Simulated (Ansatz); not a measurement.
AuC (model structure, F-43m, No. 216, 2 atoms in the cell) was calculated with r²SCAN (Ansatz, a quantum-chemistry and plane-wave program, plane waves, PAW).

Input:

Ansatz 0.2 input:
```yaml
crystal:
  lattice:
    - [0.0, 2.4236746075, 2.4236746075]
    - [2.4236746075, 0.0, 2.4236746075]
    - [2.4236746075, 2.4236746075, 0.0]
  atoms:
    - { symbol: Au, position: [0.0, 0.0, 0.0] }
    - { symbol: C, position: [0.25, 0.25, 0.25] }
basis:
  ecutwfc: 560
  ecutrho_ratio: 4
  xc_grid: 3
kpoints:
  mp_grid: { grid: [18, 18, 18] }
hamiltonian:
  xc: r2scan
  dispersion: none
  pseudopotentials: { kind: paw }
scf:
  occupations: { method: fermi_dirac, width: 0.05 }
output:
  forces: true
  stress: true
  eigenvalues: true
relax:
  f_tol: 0.004
  escape_saddle: false
  max_steps: 80
```

From the output:

```
WARN output.stress: scf.convergence.dr2_threshold = 1e-7 eV (the SCF's general default) is looser than the 2e-10 eV advised for a printed stress (1e-10 eV for …
Relaxation: its limit of steps is 80 (relax.max_steps)
Crystal: 2 atoms, lattice volume = 28.474 Å³
Basis set: ecut = 560 eV, 869 PW (Γ), exchange–correlation on 81×81×81 points (27 copies of the dense FFT grid, shifted against one another)
Bands: 16, of which v1, the nominal top of the filled ones, is band 12 counted from 1 (11 counted from 0)
Symmetry: 24 space group operations
Space group: F-43m (ITA 216), of the structure as read, at distance tolerance 3.1e-5 Å
k-points: 195 of 5832 (time reversal used)
Functional: x = r2scan, c = r2scan; τ floored in thin density (d = 2e-4 eV/Å³)
SCF iter   1: F=—  HF=-13411.347750 eV  |F-HF|=—  |Δ(HF+E_count)|=         —  Δρ=1.48e-2  dr2=6.95e-2  dr2_τ=4.90e-2
SCF iter   2: F=—  HF=-13411.354307 eV  |F-HF|=—  |Δ(HF+E_count)|=   6.56e-3  Δρ=5.28e-3  dr2=5.21e-3  dr2_τ=3.64e-3
  ...
SCF 1 converged in 7 iterations: F = -13411.353792 eV  dr2 = 3.94e-10
relax step   1: F+E_penalty+E_count = -13411.35379200 eV  Δ(F+E_penalty+E_count) = +0.000e0 eV  max|allowed force component| = 6.939e-17 eV/Å  Δτ_max = 0.0000 Å  (7 SCF iters, accepted)
Crystal: 2 atoms, lattice volume = 28.474 Å³
Initial density: handed on by an earlier stage of this run
SCF iter   1: F=—  HF=-13411.353792 eV  |F-HF|=—  |Δ(HF+E_count)|=         —  Δρ=1.35e-6  dr2=3.94e-10  dr2_τ=9.07e-11
SCF iter   2: F=-13411.353792 eV  HF=-13411.353792 eV  |F-HF|=3.27e-11  |Δ(HF+E_count)|=  4.37e-11  Δρ=3.48e-7  dr2=4.19e-11  dr2_τ=4.85e-12
SCF 2 converged in 2 iterations: F = -13411.353792 eV  dr2 = 4.19e-11
SCF converged after 2 iterations
Free energy (F): -13411.353792 eV
Internal energy: -13411.344083 eV  (E = F + TS)
E sigma→0 (E₀):  -13411.348937 eV
Fermi energy:    14.605323 eV
--- Forces (eV/Å), atoms counted from 1 ---
  atom   1  Au    -0.00000000     0.00000000     0.00000000
  atom   2  C     -0.00000000     0.00000000    -0.00000000
--- Stress (GPa, compression-positive) ---
        3.380173      -0.000000       0.000000
        0.000000       3.380173      -0.000000
        0.000000      -0.000000       3.380173
  P = ⅓ Tr σ = 3.3802 GPa (33.802 kbar)
```

The cell is one volume of an energy–volume scan, off the minimum.

The PAW data were made under PBE.

Note: the relaxation could raise the start's symmetry but not lower it, so the cell can be a saddle point.

The result took very roughly 16 core-seconds.

A model structure was made by putting elements into a prototype or built by hand; it is no filed structure, need not be a known phase, and can be a saddle point held by its symmetry.
